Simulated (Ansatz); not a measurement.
In₂Se₃ (P6₁, No. 169, 30 atoms in the cell; start mp-612740), treated with r²SCAN in Ansatz (PAW).

The input as run:

Ansatz 0.2 input:
```yaml
crystal:
  lattice:
    - [7.1492371783, 0.0, 0.0]
    - [-3.5746185891, 6.1914210141, 0.0]
    - [0.0, 0.0, 19.4075944364]
  atoms:
    - { symbol: In, position: [0.3306872781, 0.9832241846, -0.0001170415] }
    - { symbol: In, position: [0.3474630936, 0.3306872781, 0.1665496252] }
    - { symbol: In, position: [0.0167758154, 0.3474630936, 0.3332162919] }
    - { symbol: In, position: [0.6693127219, 0.0167758154, 0.4998829585] }
    - { symbol: In, position: [0.6525369064, 0.6693127219, 0.6665496252] }
    - { symbol: In, position: [0.9832241846, 0.6525369064, 0.8332162919] }
    - { symbol: In, position: [0.0067238936, 0.6990748316, 0.4721989477] }
    - { symbol: In, position: [0.307649062, 0.0067238936, 0.6388656144] }
    - { symbol: In, position: [0.3009251684, 0.307649062, 0.805532281] }
    - { symbol: In, position: [0.9932761064, 0.3009251684, 0.9721989477] }
    - { symbol: In, position: [0.692350938, 0.9932761064, 0.1388656144] }
    - { symbol: In, position: [0.6990748316, 0.692350938, 0.305532281] }
    - { symbol: Se, position: [0.6960812979, 0.0434661944, 0.6355371496] }
    - { symbol: Se, position: [0.6526151035, 0.6960812979, 0.8022038162] }
    - { symbol: Se, position: [0.9565338056, 0.6526151035, 0.9688704829] }
    - { symbol: Se, position: [0.3039187021, 0.9565338056, 0.1355371496] }
    - { symbol: Se, position: [0.3473848965, 0.3039187021, 0.3022038162] }
    - { symbol: Se, position: [0.0434661944, 0.3473848965, 0.4688704829] }
    - { symbol: Se, position: [0.6276941196, 0.6618857643, 0.4528644725] }
    - { symbol: Se, position: [0.9658083553, 0.6276941196, 0.6195311392] }
    - { symbol: Se, position: [0.3381142357, 0.9658083553, 0.7861978058] }
    - { symbol: Se, position: [0.3723058804, 0.3381142357, 0.9528644725] }
    - { symbol: Se, position: [0.0341916447, 0.3723058804, 0.1195311392] }
    - { symbol: Se, position: [0.6618857643, 0.0341916447, 0.2861978058] }
    - { symbol: Se, position: [0.9213071584, 0.2643798579, 0.8274364717] }
    - { symbol: Se, position: [0.6569273006, 0.9213071584, 0.9941031384] }
    - { symbol: Se, position: [0.7356201421, 0.6569273006, 0.1607698051] }
    - { symbol: Se, position: [0.0786928416, 0.7356201421, 0.3274364717] }
    - { symbol: Se, position: [0.3430726994, 0.0786928416, 0.4941031384] }
    - { symbol: Se, position: [0.2643798579, 0.3430726994, 0.6607698051] }
basis:
  ecutwfc: 560
  ecutrho_ratio: 4
  xc_grid: 3
kpoints:
  mp_grid: { grid: [6, 6, 2] }
  band_path:
    path:
      - [0.0, 0.0, 0.0]
      - [0.125, 0.0, 0.0]
      - [0.25, 0.0, 0.0]
      - [0.375, 0.0, 0.0]
      - [0.5, 0.0, 0.0]
      - [0.416667, 0.166667, 0.0]
      - [0.333333, 0.333333, 0.0]
      - [0.266667, 0.266667, 0.0]
      - [0.2, 0.2, 0.0]
      - [0.133333, 0.133333, 0.0]
      - [0.066667, 0.066667, 0.0]
      - [0.0, 0.0, 0.5]
      - [0.125, 0.0, 0.5]
      - [0.25, 0.0, 0.5]
      - [0.375, 0.0, 0.5]
      - [0.5, 0.0, 0.5]
      - [0.416667, 0.166667, 0.5]
      - [0.333333, 0.333333, 0.5]
      - [0.266667, 0.266667, 0.5]
      - [0.2, 0.2, 0.5]
      - [0.133333, 0.133333, 0.5]
      - [0.066667, 0.066667, 0.5]
    npoints: 1
hamiltonian:
  xc: r2scan
  dispersion: none
  pseudopotentials: { kind: paw }
scf:
  occupations: { method: fermi_dirac, width: 0.01 }
  convergence: { dr2_threshold: 0.000000003 }
output:
  forces: true
  stress: true
  eigenvalues: true
  write_bands: true
```

### Question
How many irreducible k-points, plane waves at Γ does the program set up, and what pressure does the run end with?

### Answer
16 irreducible k-points, 25869 plane waves at Γ; P = 0.89 GPa, so the cell is compressed on average and its volume would grow at this level.

Excerpt of the program's output:

```
Crystal: 30 atoms, lattice volume = 859.057 Å³
Basis set: ecut = 560 eV, 25869 PW (Γ), exchange–correlation on 180×180×450 points (27 copies of the dense FFT grid, shifted against one another)
Bands: 267, of which v1, the nominal top of the filled ones, is band 222 counted from 1 (221 counted from 0)
Symmetry: 6 space group operations
Space group: P61 (ITA 169), of the structure as read, at distance tolerance 9.5e-5 Å
k-points: 16 of 72
Functional: x = r2scan, c = r2scan; τ floored in thin density (d = 2e-4 eV/Å³)
SCF iter   1: F=—  HF=-165968.646939 eV  |F-HF|=—  |Δ(HF+E_count)|=         —  Δρ=6.52e-3  dr2=3.84e-1  dr2_τ=1.14e-1
SCF iter   2: F=—  HF=-165968.713522 eV  |F-HF|=—  |Δ(HF+E_count)|=   6.66e-2  Δρ=2.98e-3  dr2=7.11e-2  dr2_τ=2.30e-3
  ...
SCF iter   8: F=—  HF=-165968.714474 eV  |F-HF|=—  |Δ(HF+E_count)|=   1.19e-7  Δρ=1.49e-6  dr2=3.22e-8  dr2_τ=1.84e-9
SCF iter   9: F=-165968.714474 eV  HF=-165968.714474 eV  |F-HF|=7.86e-10  |Δ(HF+E_count)|=   8.93e-9  Δρ=3.49e-7  dr2=1.40e-9  dr2_τ=3.61e-11
SCF 1 converged in 9 iterations: F = -165968.714474 eV  dr2 = 1.40e-9
SCF converged after 9 iterations
Free energy (F): -165968.714474 eV
  ...
  atom   6  In    -0.01998578    -0.01223791    -0.00128412
  atom   7  In     0.01307007     0.00107169     0.00083306
  atom   8  In     0.00560693     0.01185485     0.00083306
  atom   9  In    -0.00746314     0.01078317     0.00083306
  atom  10  In    -0.01307007    -0.00107169     0.00083306
  atom  11  In    -0.00560693    -0.01185485     0.00083306
  atom  12  In     0.00746314    -0.01078317     0.00083306
  atom  13  Se    -0.03766433    -0.10331408    -0.02713657
  atom  14  Se     0.07064045    -0.08427530    -0.02713657
  atom  15  Se     0.10830478     0.01903878    -0.02713657
  atom  16  Se     0.03766433     0.10331408    -0.02713657
  atom  17  Se    -0.07064045     0.08427530    -0.02713657
  atom  18  Se    -0.10830478    -0.01903878    -0.02713657
  atom  19  Se     0.02730902     0.08791636     0.05121415
  atom  20  Se    -0.06248329     0.06760849     0.05121415
  atom  21  Se    -0.08979231    -0.02030787     0.05121415
  atom  22  Se    -0.02730902    -0.08791636     0.05121415
  atom  23  Se     0.06248329    -0.06760849     0.05121415
  atom  24  Se     0.08979231     0.02030787     0.05121415
  atom  25  Se     0.02433031     0.09392294    -0.02363587
  atom  26  Se    -0.06917449     0.06803213    -0.02363587
  atom  27  Se    -0.09350480    -0.02589080    -0.02363587
  atom  28  Se    -0.02433031    -0.09392294    -0.02363587
  atom  29  Se     0.06917449    -0.06803213    -0.02363587
  atom  30  Se     0.09350480     0.02589080    -0.02363587
--- Stress (GPa, compression-positive) ---
        0.862264       0.000000       0.000000
       -0.000000       0.862264       0.000000
        0.000000       0.000000       0.942904
  P = ⅓ Tr σ = 0.8891 GPa (8.891 kbar)
```

The PAW data were made under PBE.

Note: cell and atoms aren't relaxed at this level (largest force component 0.11 eV/Å, pressure 0.9 GPa).

A start named mp-… is a Materials Project structure, which need not be a measured phase.

Ansatz is a quantum-chemistry and plane-wave program.
